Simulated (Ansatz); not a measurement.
## Effective masses and thermopower of C (P6_3/mmc)

Given:

```
C
1.0
    2.50004     0.00000     0.00000
   -1.25002     2.16510     0.00000
    0.00000     0.00000     4.03734
C
4
Direct
  0.33333   0.66667   0.99993
  0.66667   0.33333   0.49993
  0.33333   0.66667   0.37507
  0.66667   0.33333   0.87507
```

These are PBE, rigid bands (plane waves, PAW, scalar-relativistic; Ansatz, a program for electronic structure) values and carry that method's errors. Condition of this run: uniaxial stress along c of 44 GPa (compression positive) (the target of the relaxation). Geometry: cell and atoms relaxed with PBEsol, then loaded as said.

```json
{
  "band_gap": "3.28 eV",
  "electron conductivity mass (300 K, dilute)": "0.48 (x), 0.48 (y), 0.26 (z) mₑ",
  "hole conductivity mass (300 K, dilute)": "0.48 (x), 0.48 (y), 0.61 (z) mₑ",
  "effective density of states N_c (300 K)": "1.2e19 cm⁻³",
  "effective density of states N_v (300 K)": "1.8e19 cm⁻³",
  "density_of_states_mass_electrons": "0.62 mₑ",
  "density_of_states_mass_holes": "0.81 mₑ",
  "Seebeck coefficient, n-type 1e19 cm⁻³, 300 K": "-239 μV/K",
  "best n-type power factor at 300 K for τ = 10 fs (best axis; densities from 1e16 to 1e21 cm⁻³ tried, whether or not they can be reached)": "7.8 μW/(cm·K²) at 3e19 cm⁻³",
  "Seebeck coefficient, p-type 1e19 cm⁻³, 300 K": "272 μV/K",
  "best p-type power factor at 300 K for τ = 10 fs (best axis; densities from 1e16 to 1e21 cm⁻³ tried, whether or not they can be reached)": "6.3 μW/(cm·K²) at 1e20 cm⁻³"
}
```

Rigid bands; masses and Seebeck coefficients take one relaxation time τ for all states and one kind of carrier; polarons and phonon drag are left out. Spin-orbit coupling is left out. Geometry: cell and atoms relaxed with PBEsol.
